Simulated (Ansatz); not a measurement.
For A15 V3Si (cubic form, which distorts at low temperature), LDA (Ansatz, an electronic-structure program, plane waves, PAW) gives:

```
Quantity                          Value
------------------------------  -------
equilibrium lattice constant a  4.606 Å
bulk modulus                    219 GPa
```

Task: What does PBEsol in Ansatz (plane waves, PAW) give for the same quantities?

Result: 
- lattice constant a: 4.649 Å (goes up by 0.9 %)
- bulk modulus: 207 GPa (shrinks by 5.5 %)

For comparison: lattice constant a 4.724 Å (measured, temperature not stated, not corrected to a static lattice; as tabulated in Zeng et al. (2023), arXiv:2309.11055); bulk modulus 171 GPa (measured, 300 K, not corrected to a static lattice, our sources range from 171 to 176; as tabulated in Lu and Klein (1997), arXiv:cond-mat/9704251).

Changes are worked out from the printed values.

Unless a cell is named, each level is at its own relaxed cell (LDA 12.22, PBEsol 12.56 Å³/atom).

The crystal itself was run without spin with LDA, PBEsol; a magnetic state was not tried in these runs.

Caveats: symmetry holds this phase in the static calculation, where it need not be a minimum (LDA, PBEsol). Ansatz's density-functional and Hartree–Fock values are scalar-relativistic unless marked +SOC, with PAW data made under PBE.
